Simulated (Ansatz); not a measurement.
Reference: Os (P6_3/mmc), PBEsol, DFPT electron-phonon coupling, linearised Boltzmann equation (plane waves, PAW, scalar-relativistic; Ansatz, a program for electronic structure); axes and stresses refer to this cell.

```yaml
crystal:
  lattice:
    - [2.72971, 0.00000, 0.00000]
    - [-1.36486, 2.36400, 0.00000]
    - [0.00000, 0.00000, 4.30605]
  atoms:
    - { symbol: Os, position: [0.33333, 0.66667, 0.25000] }
    - { symbol: Os, position: [0.66667, 0.33333, 0.75000] }
```

* **logarithmic mean phonon energy**: 20 meV
* **mean free path at 300 K**: 8.7 nm
* **electron-phonon coupling λ**: 0.41

Problem. Change: spin-orbit coupling switched on. What happens to logarithmic mean phonon energy, mean free path at 300 K, electron-phonon coupling λ?

Solution. logarithmic mean phonon energy moves little, to 20 meV; mean free path at 300 K falls to 7.8 nm; electron-phonon coupling λ moves little, to 0.41.

Metals; harmonic phonons alone scatter; means over directions. The mean free path is weighted by the current that each state carries. Halving the electron mesh moves these values by up to 5 %; q meshes are mostly untested. Spin-orbit coupling is left out unless a row names it.
